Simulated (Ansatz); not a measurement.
Ansatz (a first-principles code) run on GeSb₂Te₄ (R-3m, 7 atoms in the cell): self-consistent single point.

Method: PBE, PAW files (plane waves; Ansatz).

```
Ge(SbTe2)2
1.0
    2.11472     1.22093    13.76795
   -2.11472     1.22093    13.76795
    0.00000    -2.44187    13.76795
Ge Sb Te
1 2 4
Direct
  0.00000   0.00000   0.00000
  0.42730   0.42730   0.42730
  0.57270   0.57270   0.57270
  0.13270   0.13270   0.13270
  0.86730   0.86730   0.86730
  0.28980   0.28980   0.28980
  0.71020   0.71020   0.71020
```

Reference input (self-consistent single point, DFT, PBE, plane waves, PAW files): basis.ecutwfc = 420 eV; kpoints.mp_grid.grid = 5 5 5; hamiltonian.xc = pbe; hamiltonian.pseudopotentials = {kind: paw} (the program's default PAW files); scf.occupations.method = fermi_dirac; scf.occupations.width = 0.1 eV. This run's input differs from it in these lines:

Ansatz 0.2 input:
```diff
@@ -15,3 +15,3 @@
 basis:
-  ecutwfc: 420.0
+  ecutwfc: 295.0
 kpoints:
```

Output, abridged:

```
SCF iter   1: F=—  HF=-45184.976576 eV  |F-HF|=—  |Δ(HF+E_count)|=         —  Δρ=1.59e-2  dr2=5.02e0  ethr=3.10e-3  ⟨swp⟩=9.7  Hψ=5244  notcnv=0
all-band conjugate gradients solve this SCF's bands
preconditioner: auto → Kerker (q_TF=auto, 2.436 Å⁻¹)
SCF iter   2: F=—  HF=-45184.809411 eV  |F-HF|=—  |Δ(HF+E_count)|=   1.67e-1  Δρ=1.06e-2  dr2=2.87e0  ethr=3.10e-3  ⟨swp⟩=1.0  Hψ=1425  notcnv=0
   [... lines left out ...]
SCF iter   8: F=—  HF=-45184.589663 eV  |F-HF|=—  |Δ(HF+E_count)|=   4.71e-5  Δρ=4.54e-5  dr2=9.36e-6  ethr=3.92e-8  ⟨swp⟩=2.0  Hψ=1679  notcnv=0  defer=10
SCF iter   9: F=—  HF=-45184.589662 eV  |F-HF|=—  |Δ(HF+E_count)|=   2.80e-7  Δρ=1.94e-5  dr2=2.01e-6  ethr=8.66e-9  ⟨swp⟩=2.0  Hψ=1680  notcnv=0  defer=10
SCF iter  10: F=—  HF=-45184.589663 eV  |F-HF|=—  |Δ(HF+E_count)|=   5.51e-7  Δρ=6.70e-6  dr2=2.68e-7  ethr=1.86e-9  ⟨swp⟩=2.0  Hψ=1683  notcnv=0  defer=10
SCF iter  11: F=-45184.589663 eV  HF=-45184.589663 eV  |F-HF|=1.32e-8  |Δ(HF+E_count)|=   1.16e-7  Δρ=2.70e-6  dr2=3.46e-8  ethr=9.26e-11  ⟨swp⟩=9.9  Hψ=5026  notcnv=0
SCF 1 converged in 11 iterations: F = -45184.589663 eV  dr2 = 3.46e-8
Free energy (F): -45184.589663 eV
Internal energy: -45184.573417 eV  (E = F + TS)
E sigma→0 (E₀):  -45184.581540 eV
Entropy (-TS):   -0.016246 eV (-2.321 meV/atom)
Fermi energy:    9.742341 eV
--- Forces (eV/Å), atoms counted from 1 ---
  atom   1  Ge    -0.00000000    -0.00000000    -0.00000000
  atom   2  Sb     0.00000000    -0.00000000    -0.98400485
  atom   3  Sb     0.00000000     0.00000000     0.98400485
  atom   4  Te     0.00000000     0.00000000     0.69077421
  atom   5  Te    -0.00000000    -0.00000000    -0.69077421
  atom   6  Te     0.00000000    -0.00000000     0.20865107
  atom   7  Te     0.00000000     0.00000000    -0.20865107
--- Stress (GPa, compression-positive) ---
        2.887737       0.000000       0.000000
        0.000000       2.887737       0.000000
        0.000000       0.000000       1.838063
  P = ⅓ Tr σ = 2.5378 GPa (25.378 kbar)
  The stress holds the Pulay correction. Without it, at fixed plane waves, as pw.x and ABINIT print it: P = -0.8056 GPa
```

The run converged in 11 iterations. Against the reference run the free energy rises by 56.0 meV/atom, the pressure hardly changes (2.48 to 2.54 GPa) and the largest force goes from 0.957 to 0.984 eV/Å.

The starting cell was generated: these elements placed on a structure prototype, without a prior relaxation; it need not be a known phase or ordering of this composition. Its lattice was rescaled by a random factor within 2.5 % of one. Ansatz's pressure includes its estimate of the finite-basis (Pulay) stress. Without the estimate this run gives -0.81 GPa. The cutoff lies below the one recommended for these files. A gap is left out here, as mesh or smearing make it unsure.
